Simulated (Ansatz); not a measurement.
# Effect of uniaxial stress, 2 GPa compression along z on hypothetical CsCl type LaN

Take LaN in the CsCl type structure (space group Pm-3m, No. 221; a = 3.124 Å; a hypothetical phase, not in the database extracts checked; relaxed with 0.1 eV smearing) as the base. Axes: x, y, z lie along the cube axes.

Modification: uniaxial stress, 2 GPa compression along z; all other stress components relax to zero.

Level of theory: Ansatz (an electronic-structure program), PBEsol, PAW, cutoff 420 eV, without spin-orbit coupling. Γ-centred 18×18×18 mesh, Fermi–Dirac width 0.1 eV.

- Volume per atom = 15.17 Å³ (base 15.24 Å³)
- Space group = P4/mmm (No. 123) (base Pm-3m (No. 221))
- Shortest interatomic distance = 2.701 Å (base 2.706 Å)
- Energy relative to the base (free energy F) = +0.5 meV/atom
- Band gap = zero (base zero)
- Strain response (xx, yy, zz) = (+0.04, +0.04, −0.57) %
- Secant Young's modulus along z = 350 GPa
- Mean lateral Poisson ratio = 0.08

Final structure:

```
LaN
1.0
    3.12544     0.00000     0.00000
    0.00000     3.12544     0.00000
    0.00000     0.00000     3.10631
La N
1 1
Direct
  0.00000   0.00000   0.00000
  0.50000   0.50000   0.50000
```

Cost of the whole job for the changed cell (relaxation, final SCF and bands): about 70 core-seconds (a rough figure).

Beyond what the load breaks, stability against distortions was not tested. The final runs are not spin-polarised. The zero or small gap of LaN can change with the level of theory.
